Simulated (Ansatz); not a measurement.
Bi₂Te₃ (model structure, started from the A-La2O3 type, P-3m1, No. 164, 5 atoms in the cell), treated with G0W0@PBEsol (hard PAW, contour deformation; Ansatz, a first-principles code).

The same calculation (at the PBEsol cell, 34.686 Å³/atom) with different numerical settings; throughout: response cutoff 70 eV, empty bands 424:

| run | k mesh | quasiparticle gap on the mesh (eV) | quasiparticle gap at Γ (eV) | rough time |
|---|---|---|---|---|
| 1 | 3×3×2 | 0.753 | 0.753 | 7 core-min |
| 2 | 6×6×2 | 0.760 | 0.760 | 30 core-min |
| 3 | 9×9×2 | 0.760 | 0.760 | 2 core-h |

In the column quasiparticle gap on the mesh (eV) the first row differs from the last by -0.007 and the next to last by 0.000.

The last row is no converged limit: other settings stay fixed.

Spin–orbit coupling is not included.

Note: filled d or f shells below the valence bands can shift G0W0 gaps through exchange with them, which wasn't tested here.

A model structure was made by putting elements into a prototype or built by hand; it is no filed structure, need not be a known phase, and can be a saddle point held by its symmetry.
